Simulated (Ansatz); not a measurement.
Here is the system:

```
Sb
1.0
    0.00000     2.35764     2.35764
    2.35764     0.00000     2.35764
    2.35764     2.35764     0.00000
Sb
1
Direct
  0.00000   0.00000   0.00000
```

No spin polarisation.

A single point on Sb, its geometry relaxed with PBEsol.

The values are results of Ansatz (an electronic-structure program), r2SCAN, PAW, cutoff 500 eV, no spin-orbit coupling, not measurements. Settings: 17×17×17 k-points, 0.05 eV Fermi–Dirac smearing.

**Question.** Estimate the band gap.

**Answer.** Zero.

**Question.** What pressure does the calculation give?

**Answer.** 2.5 GPa.

Single points use the geometry relaxed with PBEsol. Stability against distortions was not tested. The cell is Sb in the fcc (Cu type) structure (space group Fm-3m, No. 225). This is not the structure that Sb has at room temperature and ambient pressure.
